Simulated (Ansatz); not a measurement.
For Ta2N (P-31m, No. 162; cell taken from a computed entry), PBEsol in Ansatz (PAW) gives:

```
Item                       Result
-------------------  ------------
lattice constant a        5.263 Å
lattice parameter c       4.913 Å
cohesive energy      8.84 eV/atom
```

What does r²SCAN in Ansatz (PAW) give for the same quantities?


- lattice constant a: 5.291 Å (rises by 0.5 %)
- lattice parameter c: 4.932 Å (increases by 0.4 %)
- cohesive energy: 7.93 eV/atom (decreases by 0.91 eV/atom)

Changes are worked out from the printed values.

Unless a cell is named, each level is at its own relaxed cell (PBEsol 13.10, r²SCAN 13.28 Å³/atom).

Levels without +SOC leave out spin–orbit coupling, which shifts energies and cells of such heavy elements.

Caveats: the relaxation could not lower the start's symmetry, so the cell can be a saddle point above a distorted one (PBEsol, r²SCAN). Ansatz's density-functional and Hartree–Fock values are scalar-relativistic unless marked +SOC, with PAW data made under PBE.

Ansatz is a program for electronic structure.
